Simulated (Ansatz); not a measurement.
**Short convergence ladders for CaCu4As2 (R3m, 7 atoms in the cell)**

```xyz
7
Lattice="2.0701 1.1952 7.5912 -2.0701 1.1952 7.5912 0.0000 -2.3903 7.5912" Properties=species:S:1:pos:R:3 pbc="T T T"
Ca     0.0000     0.0000     0.0500
Cu     0.0000     0.0000     3.2917
Cu     0.0000     0.0000    19.4820
Cu     0.0000     0.0000    12.7838
Cu     0.0000     0.0000     9.9898
As     0.0000     0.0000     5.7428
As     0.0000     0.0000    17.0308
```

Base method: LDA (PW92), default PAW files made with PBE (plane waves; Ansatz, a program for electronic structure).

Base settings: basis.ecutwfc = 420 eV; kpoints.mp_grid.grid = 4 4 4; hamiltonian.xc = lda; hamiltonian.pseudopotentials = {kind: paw} (the program's default PAW files); scf.occupations.method = gaussian; scf.occupations.width = 0.1 eV.

The count of work is k-points × plane waves × bands × iterations; it is no time. Core times come from one kind of shared machine, to one figure; runs under 30 s give none.

**The cutoff for other potential files**

Level: DFT, LDA (PW92), plane waves, harder PAW files (source: ansatz) made with PBE.

In this ladder: hamiltonian.pseudopotentials = {kind: paw, source: ansatz}.

The second cell is the first with its lattice scaled by 0.98.

The mesh stays at the base's, so the ladder's end is converged at best in this setting alone.

The first pressure column holds Ansatz's estimate of the finite-basis (Pulay) stress, which hides part of the cutoff error; the other is without it.

Only quantities that move along the ladder and can be compared are tabulated.

| basis.ecutwfc | free energy less the last step's (meV/atom) | energy of the compressed cell less the first (meV/atom) | pressure (GPa) | pressure without the Pulay estimate (GPa) | largest difference of a force vector from the last step's (eV/Å) | count of work / last |
|---|---|---|---|---|---|---|
| 315 eV | 15445.61 | -140.76 | -3.11 | -758.36 | 0.304 | 0.11 |
| 385 eV | 2898.89 | 6.56 | -7.22 | -188.31 | 0.042 | 0.16 |
| 490 eV | 191.29 | -30.19 | -7.42 | -24.84 | 0.012 | 0.23 |
| 595 eV | 9.55 | -28.84 | -7.57 | -8.51 | 0.001 | 0.28 |
| 700 eV | 2.80 | -28.86 | -7.57 | -7.60 | 0.000 | 0.35 |
| 840 eV | 2.14 | -28.87 | -7.57 | -7.61 | 0.000 | 0.47 |
| 1050 eV | 0.66 | -28.87 | -7.58 | -7.62 | 0.000 | 0.65 |
| 1400 eV | 0.00 | -28.88 | -7.58 | -7.58 | 0.000 | 1.0 |

Coarsest basis.ecutwfc that holds the forces within 0.005 eV/Å of the last step, with all finer ones: 595 eV, at 0.28 of the last step's count of work; the step before is off by 0.012 eV/Å.

Coarsest basis.ecutwfc that holds the free energy within 2 meV/atom of the last step, with all finer ones: 1050 eV; the step before is off by 2.1 meV/atom.

Coarsest basis.ecutwfc that holds the energy of the compressed cell less the first within 1 meV/atom of the last step, with all finer ones: 595 eV, at 0.28 of the last step's count of work; the step before is off by 1.3 meV/atom.

The energy difference between the two cells stays within 1 meV/atom of the last step's from 595 eV on, the total only from 1050 eV on: much of the error is common to both cells and cancels.

At the lowest cutoff the pressure without the Pulay estimate lies 751 GPa under the last step's, the usual sign of Pulay stress in an incomplete plane-wave basis.

**The density cutoff**

The mesh stays at the base's, so the ladder's end is converged at best in this setting alone.

Only quantities that move along the ladder and can be compared are tabulated.

```tsv
basis.ecutrho_ratio	free energy less the last step's (meV/atom)	pressure (GPa)	largest difference of a force vector from the last step's (eV/Å)
2	-8.87	-6.99	0.013
3	-0.19	-7.55	0.000
4	0.00	-7.56	0.000
5	0.00	-7.56	0.000
6	0.00	-7.56	0.000
8	0.00	-7.56	0.000
10	0.00	-7.56	0.000
12	0.00	-7.56	0.000
16	0.00	-7.56	0.000
```

Coarsest basis.ecutrho_ratio that holds the pressure within 0.5 GPa of the last step, with all finer ones: 3; the step before is off by 0.57 GPa.

Coarsest basis.ecutrho_ratio that holds the forces within 0.005 eV/Å of the last step, with all finer ones: 3; the step before is off by 0.013 eV/Å.

Coarsest basis.ecutrho_ratio that holds the free energy within 2 meV/atom of the last step, with all finer ones: 3; the step before is off by 8.9 meV/atom.

**The relaxed cell against the cutoff**

On CaCu₄As₂ (R-3m, 7 atoms in the cell): atoms on their sites.

In this ladder: relax = cell and atoms.

The mesh stays at the base's, so the ladder's end is converged at best in this setting alone.

Only quantities that move along the ladder and can be compared are tabulated.

| basis.ecutwfc | relaxed volume (Å³/atom) | relaxation steps | core time / last (rough) |
|---|---|---|---|
| 250 eV | 14.938 | 112 | 4 |
| 295 eV | 14.868 | 26 | 1 |
| 355 eV | 14.788 | 11 | 0.6 |
| 420 eV | 14.779 | 7 | 0.5 |
| 505 eV | 14.779 | 7 | 0.7 |
| 630 eV | 14.778 | 7 | 0.7 |
| 840 eV | 14.777 | 7 | 1 |

Coarsest basis.ecutwfc that holds the relaxed volume within 0.03 Å³/atom of the last step, with all finer ones: 355 eV; the step before is off by 0.091 Å³/atom.

At the lowest cutoff the cell relaxes to a volume 1.1 % larger than at the highest. Ansatz relaxes on a stress corrected for the finite basis.

On the base run: the starting cell comes from a database of computed structures (which also holds hypothetical and non-ambient phases and stackings), without a prior relaxation at this level. Its lattice was rescaled by up to half a per cent. One atom was moved a little off its site on purpose. Spin polarisation is off. The run gives no clean gap (levels at the Fermi energy touch, overlap or are partly filled at this smearing), which alone does not show that the compound is a metal. Without a gap this mesh is coarse (it stands for a supercell whose shortest vector is 17 Å).

Left out of this page: 1 run of the series failed or unconverged.

Keys are those of Ansatz 0.2.
